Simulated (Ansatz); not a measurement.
Consider a periodic stack without vacuum, hcp Zr (1 0 0) on 3C silicon carbide (1 1 1) (film strained to the substrate, started from cuts of the bulks and a machine-learned relaxation; slabs C12Si12 and Zr8, which can lie off the formulas): substrate slab C12Si12, film Zr8, surface cells [[-1, 2], [-1, 0]] and [[0, 1], [-1, 0]], film strained by -4.2 and +3.8 %, outermost planes Si/C and Zr/Zr as cut, which need not be the usual terminations and can put a slab off its formula. Its start:

```yaml
crystal:
  lattice:
    - [5.36438, 0.00000, 0.02762]
    - [0.00000, 3.09713, 0.01678]
    - [1.69949, 1.31189, 25.40560]
  atoms:
    - { symbol: C, position: [0.51158, 0.38458, 0.04393] }
    - { symbol: C, position: [0.01135, 0.88461, 0.04373] }
    - { symbol: C, position: [0.14488, 0.34614, 0.14335] }
    - { symbol: C, position: [0.64513, 0.84606, 0.14342] }
    - { symbol: C, position: [0.77812, 0.30721, 0.24311] }
    - { symbol: C, position: [0.27814, 0.80719, 0.24315] }
    - { symbol: C, position: [0.41101, 0.26646, 0.34288] }
    - { symbol: C, position: [0.91097, 0.76629, 0.34284] }
    - { symbol: C, position: [0.04353, 0.22019, 0.44293] }
    - { symbol: C, position: [0.54358, 0.72040, 0.44292] }
    - { symbol: C, position: [0.67507, 0.15981, 0.54599] }
    - { symbol: C, position: [0.17614, 0.65919, 0.54607] }
    - { symbol: Si, position: [0.35322, 0.89543, 0.01970] }
    - { symbol: Si, position: [0.85273, 0.39601, 0.01947] }
    - { symbol: Si, position: [0.98623, 0.85645, 0.11957] }
    - { symbol: Si, position: [0.48632, 0.35628, 0.11972] }
    - { symbol: Si, position: [0.61998, 0.81806, 0.21855] }
    - { symbol: Si, position: [0.11994, 0.31816, 0.21853] }
    - { symbol: Si, position: [0.25297, 0.77810, 0.31780] }
    - { symbol: Si, position: [0.75291, 0.27812, 0.31776] }
    - { symbol: Si, position: [0.88553, 0.73193, 0.41714] }
    - { symbol: Si, position: [0.38589, 0.23206, 0.41715] }
    - { symbol: Si, position: [0.51834, 0.67309, 0.51621] }
    - { symbol: Si, position: [0.02086, 0.17441, 0.51609] }
    - { symbol: Zr, position: [0.32153, 0.12578, 0.60943] }
    - { symbol: Zr, position: [0.82079, 0.62585, 0.60799] }
    - { symbol: Zr, position: [0.28635, 0.55061, 0.71867] }
    - { symbol: Zr, position: [0.78725, 0.04979, 0.71596] }
    - { symbol: Zr, position: [0.24272, 0.97813, 0.82693] }
    - { symbol: Zr, position: [0.74383, 0.47728, 0.82420] }
    - { symbol: Zr, position: [0.21672, 0.42260, 0.93265] }
    - { symbol: Zr, position: [0.71695, 0.92212, 0.93149] }
```

The start was prepared with a machine-learned potential, and the result is one local minimum, with the in-plane cell held and forces under 0.04 eV/Å; the film can end far from its bulk form.

Level of theory: PBE (plane waves to 420 eV, PAW; Ansatz, an electronic-structure program). Spin–orbit coupling is left out; the runs are not spin-polarised; PBE gaps are too small against experiment. Its k-point mesh 6×10×1, Fermi–Dirac width 0.05 eV.

Question: Predict the relaxed interface.

Answer: The interface area comes out as 16.6 Å² and the period is 25.66 Å. The heights between the nearest atoms of the two slabs at the two interfaces is 1.73 and 2.52 Å. The Si–Zr contacts across the interfaces within 1.22 times the sum of covalent radii is 12, mean 3.04 Å. The C–Zr contacts across the interfaces within 1.22 times the sum of covalent radii is 6, mean 2.49 Å, the estimate of the barrier comes out as withheld, since the two interfaces are unlike and the slope of the mean potential energy in the substrate is -5.6 MV/cm × e.
